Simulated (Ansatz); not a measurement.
The parent structure is SnO2 in the rutile structure (space group P4_2/mnm, No. 136; a = 4.769 Å, c = 3.212 Å). Axes: x, y, z lie along a, b, c of the conventional cell.

Method: PBEsol in Ansatz (plane waves to 420 eV, PAW, no spin-orbit coupling).

Before the change:

| Quantity | Result |
|---|---|
| Hole mass | 1.7 mₑ along c, 1.3 mₑ across (at Γ) |
| Band gap | 0.92 eV |
| Pressure | 0.00 GPa |

Now apply this change: the cell is stretched by 1.80 % along z with no lateral relaxation, atoms relaxed at fixed cell.

### Question
What does the calculation give for the hole mass after the change?

### Answer
The hole mass changes from 1.7 mₑ along c, 1.3 mₑ across (at Γ) to 1.7 mₑ along z, 1.3 mₑ across (at Γ).

### Question
What happens to the band gap?

### Answer
The band gap falls by 0.25 eV to 0.67 eV.

### Question
What happens to the pressure?

### Answer
The pressure (mean of the normal stresses, compression positive) goes from zero to -3.92 GPa.

The cells carry an imposed strain or load. Effective masses come from finite differences of ±0.01 Å⁻¹. No phonon test of stability was made.

Ansatz is a first-principles code.
